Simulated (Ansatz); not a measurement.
A self-consistent single point of a (001) slab of C (cut from a parent of space group no. 227; 12 atoms in the cell) with Ansatz (a program for electronic structure).

Computed with PBE, PAW files (plane waves; Ansatz).

```xyz
12
Lattice="2.5178 0.0000 0.0000 -2.5178 2.5178 0.0000 0.0000 0.0000 23.7920" Properties=species:S:1:pos:R:3 pbc="T T T"
C     -1.2589     1.2589     7.8902
C      0.0000     1.2589     7.0000
C      0.0000     0.0000     9.6705
C      1.2589     0.0000     8.7803
C     -1.2589     1.2589    11.4509
C      0.0000     1.2589    10.5607
C      0.0000     0.0000    13.2313
C      1.2589     0.0000    12.3411
C     -1.2589     1.2589    15.0117
C      0.0000     1.2589    14.1215
C      0.0000     0.0000    16.7920
C      1.2589     0.0000    15.9018
```

Reference input (self-consistent single point, DFT, PBE, plane waves, PAW files): basis.ecutwfc = 420 eV; kpoints.mp_grid.grid = 15 15 1; hamiltonian.xc = pbe; hamiltonian.pseudopotentials = {kind: paw} (the program's default PAW files); scf.occupations.method = cold; scf.occupations.width = 0.05 eV. This run's input differs from it in these lines:

Ansatz 0.2 input:
```diff
@@ -22,3 +22,3 @@
   mp_grid:
-    grid: [15, 15, 1]
+    grid: [17, 17, 1]
 hamiltonian:
@@ -31,3 +31,3 @@
     method: cold
-    width: 0.05
+    width: 0.3
 output:
```

Log, with long lists cut:

```
SCF iter   1: F=—  HF=-3005.726479 eV  |F-HF|=—  |Δ(HF+E_count)|=         —  Δρ=8.97e-2  dr2=8.91e0  ethr=3.10e-3  ⟨swp⟩=8.4  Hψ=17816  notcnv=0
all-band conjugate gradients solve this SCF's bands
preconditioner: auto → LDOS
SCF iter   2: F=—  HF=-3003.042701 eV  |F-HF|=—  |Δ(HF+E_count)|=    2.68e0  S|Δr|=    0.00e0  Δρ=2.24e-2  dr2=1.18e0  ethr=3.10e-3  ⟨swp⟩=3.4  Hψ=7311  notcnv=0  defer=419
   [... lines left out ...]
SCF iter   7: F=—  HF=-3002.738991 eV  |F-HF|=—  |Δ(HF+E_count)|=   5.92e-6  S|Δr|=    0.00e0  Δρ=7.19e-5  dr2=9.95e-6  ethr=2.19e-7  ⟨swp⟩=2.1  Hψ=4230  notcnv=0  defer=403
SCF iter   8: F=—  HF=-3002.739121 eV  |F-HF|=—  |Δ(HF+E_count)|=   1.30e-4  S|Δr|=    0.00e0  Δρ=2.16e-5  dr2=8.33e-7  ethr=2.07e-8  ⟨swp⟩=3.0  Hψ=4946  notcnv=0  defer=401
SCF iter   9: F=-3002.739121 eV  HF=-3002.739121 eV  |F-HF|=5.55e-8  |Δ(HF+E_count)|=   6.35e-8  S|Δr|=    0.00e0  Δρ=3.53e-6  dr2=2.20e-8  ethr=2.08e-10  ⟨swp⟩=19.3  Hψ=22629  notcnv=0
SCF 1 converged in 9 iterations: F = -3002.739121 eV  dr2 = 2.20e-8
Stability not checked (fill_not_monotonic)
Free energy (F): -3002.739121 eV
Internal energy: -3002.768904 eV  (E = F + TS)
E sigma→0 (E₀):  -3002.749049 eV
Entropy (-TS):   0.029784 eV (2.482 meV/atom)
Fermi energy:    1.892001 eV
--- Forces (eV/Å), atoms counted from 1 ---
  atom   1  C      0.00000000     0.00000000    -2.40943841
  atom   2  C      0.00000000     0.00000000     2.15941661
  atom   3  C      0.00000000     0.00000000    -0.15314861
  atom   4  C      0.00000000     0.00000000     0.23832147
   [... lines left out ...]
  atom  12  C      0.00000000     0.00000000     2.40943841
--- Stress (GPa, compression-positive) ---
        0.246377       0.000000       0.000000
        0.000000      -7.012861       0.000000
        0.000000       0.000000      -2.837111
  P = ⅓ Tr σ = -3.2012 GPa (-32.012 kbar)
  The stress holds the Pulay correction. Without it, at fixed plane waves, as pw.x and ABINIT print it: P = -3.4616 GPa
```

The run converged in 9 iterations. Against the reference run the free energy stays essentially unchanged (within 1 meV/atom) and the largest force goes from 2.424 to 2.409 eV/Å.

The starting cell comes from a database of computed structures (which also holds hypothetical and non-ambient phases and stackings), without a prior relaxation at this level. The slab is cut from that crystal, and its faces are unrelaxed. Spin polarisation is off, though cut faces can carry moments; the slab shows no gap. Forces in this geometry exceed 1 eV/Å.
